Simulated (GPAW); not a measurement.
Worked example: self-consistent single point of V (Im-3m, 1 atom in the cell) in GPAW.

Level of theory: PBE, GPAW PAW datasets PBE (gpaw-data 1.0.1) (plane waves; GPAW).

```
CELL_PARAMETERS angstrom
     -1.50743     1.50743     1.50743
      1.50743    -1.50743     1.50743
      1.50743     1.50743    -1.50743
ATOMIC_POSITIONS crystal
  V  0.00000 0.00000 0.00000
```

Reference input (self-consistent single point, DFT PBE, plane waves, GPAW PAW datasets PBE (gpaw-data 1.0.1)): mode = pw; ecut = 800 eV; xc = PBE; kpts = 11 11 11; mesh shift (steps) = 0 0 0; occupations.name = methfessel-paxton; occupations.width = 0.1 eV; occupations.order = 0; nbands = -5; symmetry.symmorphic = false; symmetry.tolerance = 0.0005; maxiter = 120. This run's input differs from it in these lines:

```diff
@@ -13,4 +13,4 @@
             xc='PBE',
-            kpts=(11, 11, 11),
-            occupations={'name': 'methfessel-paxton', 'width': 0.1, 'order': 0},
+            kpts={'size': (18, 18, 18), 'gamma': True},
+            occupations={'name': 'methfessel-paxton', 'width': 0.3, 'order': 1},
             nbands=-5,
```

Output, abridged:

```
     iter     time        total  log10-change:
                         energy   eigst   dens
iter:   1 --:--:--    -8.810769
iter:   2 --:--:--    -8.774748   -0.34  -1.44
iter:   3 --:--:--    -8.839392   -0.35  -1.46
iter:   4 --:--:--    -8.553330   -1.74  -1.51
iter:   5 --:--:--    -9.925691   -0.27  -1.79
iter:   6 --:--:--    -8.515411   -0.69  -1.23
iter:   7 --:--:--    -8.509722   -1.84  -2.24
iter:   8 --:--:--    -8.514633c  -3.09  -2.98
iter:   9 --:--:--    -8.510471c  -3.45  -2.46
iter:  10 --:--:--    -8.510282c  -4.56  -2.88
iter:  11 --:--:--    -8.510333c  -6.08  -2.96
iter:  12 --:--:--    -8.510869c  -4.66  -2.94
iter:  13 --:--:--    -8.509826c  -3.69  -2.78
iter:  14 --:--:--    -8.509828c  -5.04  -4.13c
iter:  15 --:--:--    -8.509829c  -6.82  -5.17c
iter:  16 --:--:--    -8.509828c  -7.39  -4.48c
iter:  17 --:--:--    -8.509831c  -6.48  -4.74c
iter:  18 --:--:--    -8.509828c  -6.23  -4.10c
iter:  19 --:--:--    -8.509828c  -8.22c -4.99c
Converged after 19 iterations.

Dipole moment: (-0.000000, -0.000000, 0.000000) |e|*Ang

Energy contributions relative to reference atoms: (reference = -25820.495562)

Kinetic:         -3.000630
Potential:       +2.046309
External:        +0.000000
XC:              -7.697579
Entropy (-ST):   -0.004771
Local:           +0.145252
SIC:             +0.000000
--------------------------
Free energy:     -8.511418
Extrapolated:    -8.509828

Showing only first 2 kpts
 Kpt  Band  Eigenvalues  Occupancy
  0     4      2.76040    2.00000
  0     5      9.70399   -0.06594
  0     6      9.70399   -0.06594
  0     7      9.70399   -0.06594

  1     4      2.88227    2.00000
  1     5      9.65231   -0.07059
  1     6      9.69338   -0.06798
  1     7      9.79045   -0.04125

Fermi level: 9.29446

No gap
No difference between direct/indirect transitions
Energy (eV): -8.509828

Forces in eV/Ang:
  0 V     0.00000    0.00000    0.00000

Stress tensor:
     0.013014     0.000000    -0.000000
     0.000000     0.013014     0.000000
    -0.000000     0.000000     0.013014
Stress (GPa, Voigt): [ 2.0851  2.0851  2.0851  0.     -0.      0.    ]
```

The run converged in 19 iterations. GPAW prints stress with tension positive. Against the reference run the free energy goes up by 2.7 meV/atom and the pressure goes from -1.84 to -2.09 GPa.

The starting cell has typed, rounded lattice constants, without a prior relaxation at this level. Its lattice was rescaled by up to half a per cent. Spin polarisation is off.

Cost on one core of a shared machine: roughly 50 s.
